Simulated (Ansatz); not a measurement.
Structures of equal composition on the (0001) surface of hcp Ti: a pseudomorphic layer of Ru in the host's stacking; a pseudomorphic layer of Ru in the other hollow. The slabs share one bottom face, and each structure is named by its start. These are constructed structures in small cells; real faces may alloy, dewet or reconstruct in larger ones, and not all known structures of the face are among them. Slabs of about 12 Å with all that they carry, Fermi-Dirac smearing of 0.1 eV. Bottom of the slabs: a bare face, its two planes held. Relaxed from the named starts with such symmetry as they have, on meshes of like density; energies extrapolated to zero smearing; no spin-orbit coupling, no U. Spin-polarised runs, if any, are marked in brackets, and their order is one that fits the cell; the others ran without spin.

Level of theory: PBE (plane waves to 420 eV, PAW; Ansatz, an electronic-structure program).

**Question.** Rank these by energy per 1x1 cell (lowest first), as PBE gives it.

**Answer.** a pseudomorphic layer of Ru in the other hollow (0.000 eV), a pseudomorphic layer of Ru in the host's stacking (0.031 eV)
